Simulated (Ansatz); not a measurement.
Ansatz (a quantum-chemistry and plane-wave program) run on CrI₃ (R-3, 8 atoms in the cell): relaxation of the atoms.

Method: PBE (plane waves, PAW; Ansatz).

```yaml
crystal:
  lattice:
    - [3.26134, 1.88294, 5.99871]
    - [-3.26134, 1.88294, 5.99871]
    - [0.00000, -3.76587, 5.99871]
  atoms:
    - { symbol: Cr, position: [0.33333, 0.33333, 0.33333], spin: 3.0 }
    - { symbol: Cr, position: [0.66667, 0.66667, 0.66667], spin: 3.0 }
    - { symbol: I, position: [0.08800, 0.75500, 0.42100] }
    - { symbol: I, position: [0.42100, 0.08800, 0.75500] }
    - { symbol: I, position: [0.75500, 0.42100, 0.08800] }
    - { symbol: I, position: [0.91200, 0.24500, 0.57900] }
    - { symbol: I, position: [0.57900, 0.91200, 0.24500] }
    - { symbol: I, position: [0.24500, 0.57900, 0.91200] }
```
(The spins are starting values, not results.)

Reference input (self-consistent single point, DFT, PBE, plane waves, default PAW files): kpoints.mp_grid.grid = 3 3 3; hamiltonian.xc = pbe; hamiltonian.pseudopotentials = {kind: paw} (the program's default PAW files); magnetization.spin_polarized = true; scf.occupations.method = cold; scf.occupations.width = 0.1 eV. This run's input differs from it in these lines:

```diff
@@ -24,2 +24,3 @@
   occupations: { method: cold, width: 0.1 eV }
+relax: {}
 output:
```

Output (repeated stretches shortened):

```
   [... SCF lines of the steps left out ...]
relax step   1: F+E_penalty+E_count = -51835.01657326 eV  Δ(F+E_penalty+E_count) = +0.000e0 eV  max|allowed force component| = 5.532e-1 eV/Å  Δτ_max = 0.0000 Å  (13 SCF iters, dr2 threshold 2.50e-6 eV, accepted)
relax step   2: F+E_penalty+E_count = -51834.63284161 eV  Δ(F+E_penalty+E_count) = +3.837e-1 eV  max|allowed force component| = 1.199e0 eV/Å  Δτ_max = 0.1942 Å  (7 SCF iters, dr2 threshold 1.91e-5 eV, rejected (line search))
relax step   3: F+E_penalty+E_count = -51835.11548592 eV  Δ(F+E_penalty+E_count) = -9.891e-2 eV  max|allowed force component| = 5.750e-2 eV/Å  Δτ_max = 0.0527 Å  (9 SCF iters, accepted)
relax step   4: F+E_penalty+E_count = -51835.11777045 eV  Δ(F+E_penalty+E_count) = -2.285e-3 eV  max|allowed force component| = 2.745e-2 eV/Å  Δτ_max = 0.0094 Å  (6 SCF iters, dr2 threshold 2.07e-7 eV, accepted)
relax step   5: F+E_penalty+E_count = -51835.11786419 eV  Δ(F+E_penalty+E_count) = -9.374e-5 eV  max|allowed force component| = 4.098e-3 eV/Å  Δτ_max = 0.0046 Å  (5 SCF iters, accepted)
the relaxation is at rest under the 6 symmetry operations that the run kept from its start: a minimum is not shown …
the relaxation's final electronic state is not compared with the one that a single-point calculation of its input finds at the relaxed geometry …
Stability not checked (fill_not_monotonic)
Magnetization: 6.0000 μB (68.0000 up, 62.0000 down)
   [... lines left out ...]
Absolute magnetization: 6.8650 μB (∫|ρ↑−ρ↓|, with the PAW one-centre terms)
Free energy (F): -51835.117863 eV
Fermi energy:    10.394297 eV
   [... lines left out ...]
    - { symbol: I, position: [0.7513904514106504, 0.4211602183543112, 0.08231291739886815] }
    - { symbol: I, position: [0.9176870826011321, 0.24860954858934986, 0.5788397816456887] }
    - { symbol: I, position: [0.5788397816456888, 0.9176870826011321, 0.24860954858934975] }
    - { symbol: I, position: [0.2486095485893498, 0.5788397816456887, 0.9176870826011321] }
```

The run converged. 

Summary of the result:
```
Property                                                  Result
------------------------------------------------  --------------
Free energy E − TS (on the zero of these files)   -51835.1179 eV
Top of the valence band (on the code's own zero)         9.97 eV
Gap on the k-point mesh                                  0.73 eV
Pressure                                                7.83 GPa
Largest force (vector length)                         0.004 eV/Å
Size of the cell's spin moment                           6.00 μB
Relaxation steps                                               5
```

The starting cell was generated: these elements placed on a structure prototype, without a prior relaxation; it need not be a known phase or ordering of this composition. Its lattice was rescaled by a random factor within 2.5 % of one. Spin-orbit coupling is off. The magnetic order is the one reached from the typed start; others were not searched systematically. The relaxation keeps the symmetry of its start, so its end need not be a minimum. Ansatz's pressure includes its estimate of the finite-basis (Pulay) stress.

Cost on one core of a shared machine: roughly 2 min.

Keys are those of Ansatz 0.2.
